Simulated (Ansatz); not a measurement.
A15 V3Si (cubic form, which distorts at low temperature) was calculated with BLYP (PAW; Ansatz, an electronic-structure program).

Settings: plane-wave cutoff 520 eV, 12×12×12 k mesh, Fermi–Dirac smearing 0.05 eV, no spin polarisation, scalar-relativistic PAW data made under PBE.

Cell (relaxed at this level):

```
CELL_PARAMETERS angstrom
      4.75473     0.00000     0.00000
      0.00000     4.75473     0.00000
      0.00000     0.00000     4.75473
ATOMIC_POSITIONS crystal
  V  0.25000 0.00000 0.50000
  V  0.50000 0.25000 0.00000
  V  0.50000 0.75000 0.00000
  V  0.75000 0.00000 0.50000
  V  0.00000 0.50000 0.75000
  V  0.00000 0.50000 0.25000
  Si 0.50000 0.50000 0.50000
  Si 0.00000 0.00000 0.00000
```

**Question.** Give the computed bulk modulus B0 and pressure derivative B′ of the bulk modulus.

**Answer.** 
- bulk modulus B0: 173 GPa
- pressure derivative B′ of the bulk modulus: 4.1

The run finds no gap.

Measured, for comparison: bulk modulus 171 GPa (300 K, no zero-point or thermal correction, our sources range from 171 to 176; as tabulated in Lu and Klein (1997), arXiv:cond-mat/9704251). Computed (rounded) less measured: bulk modulus +1 % (inside the range of the sources held).

Note: symmetry holds this phase in the static calculation, where it need not be a minimum.

Static lattice: no zero-point or thermal effects.

It cost around 9 core-minutes (rough) of CPU time.
